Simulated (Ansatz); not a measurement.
Response to strain in BeS

Base system: BeS in the zinc blende structure (space group F-43m, No. 216).

```xyz
2
Lattice="0.0000 2.4190 2.4190 2.4190 0.0000 2.4190 2.4190 2.4190 0.0000" Properties=species:S:1:pos:R:3 pbc="T T T"
Be     0.0000     0.0000     0.0000
S      1.2095     1.2095     1.2095
```

Cartesian axes are those of the cell as printed.

Strains are applied to the cell and any free atomic positions relax; under biaxial strain the out-of-plane vector relaxes too.

Method: Ansatz (a program for electronic structure) PBEsol, spin-orbit coupling left out.

Notes on the quantities. pressure: mean of the normal stresses, compression positive; energy relative to the base: free energy F.

| variant | pressure | band gap | out-of-plane strain | energy relative to the base |
|---|---|---|---|---|
| base | -0.01 GPa | 2.91 eV | – | 0 meV/atom |
| biaxial strain −2.50 %, plane normal [111], relaxed out of plane | 4.26 GPa | 2.68 eV | +1.04 % | +14 meV/atom |
| biaxial strain −2.08 %, plane normal [111], relaxed out of plane | 3.49 GPa | 2.72 eV | +0.86 % | +9.3 meV/atom |
| biaxial strain −1.67 %, plane normal [111], relaxed out of plane | 2.76 GPa | 2.77 eV | +0.68 % | +5.9 meV/atom |
| biaxial strain −1.25 %, plane normal [111], relaxed out of plane | 2.03 GPa | 2.81 eV | +0.51 % | +3.3 meV/atom |
| biaxial strain −0.42 %, plane normal [111], relaxed out of plane | 0.66 GPa | 2.88 eV | +0.17 % | +0.4 meV/atom |
| biaxial strain +0.42 %, plane normal [111], relaxed out of plane | -0.64 GPa | 2.89 eV | -0.17 % | +0.4 meV/atom |
| biaxial strain +0.83 %, plane normal [111], relaxed out of plane | -1.25 GPa | 2.88 eV | -0.33 % | +1.4 meV/atom |
| biaxial strain +1.67 %, plane normal [111], relaxed out of plane | -2.43 GPa | 2.85 eV | -0.66 % | +5.5 meV/atom |
| biaxial strain +2.50 %, plane normal [111], relaxed out of plane | -3.52 GPa | 2.82 eV | -0.98 % | +12 meV/atom |

Whether these cells are dynamically stable was not tested.
